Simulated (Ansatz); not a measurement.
Tb₅Sn₃ (P6₃/mcm, No. 193; cell taken from a computed entry), treated with r²SCAN (plane waves, PAW; Ansatz, a program for electronic structure).

Numerical settings: plane-wave cutoff 500 eV, 12×12×8 k mesh (along the axes of the cell as run), Fermi–Dirac smearing 0.1 eV, spin-polarised start, scalar-relativistic PAW data made under PBE.

Computed at the level's own relaxed cell.

Problem. What does this level give for the volume per atom, equilibrium lattice constant a and c axis length?

Solution. 
- volume per atom: 29.28 Å³/atom
- equilibrium lattice constant a: 9.074 Å
- c axis length: 6.569 Å

Note: the magnetic order was assumed, not searched for or taken from measurement; the relaxation could not lower the start's symmetry, so the cell can be a saddle point above a distorted one; the 4f shell is treated without U or exact exchange, so its levels and filling can be wrong.

Spin–orbit coupling is not included.

Computing time: very roughly 5 core-hours.
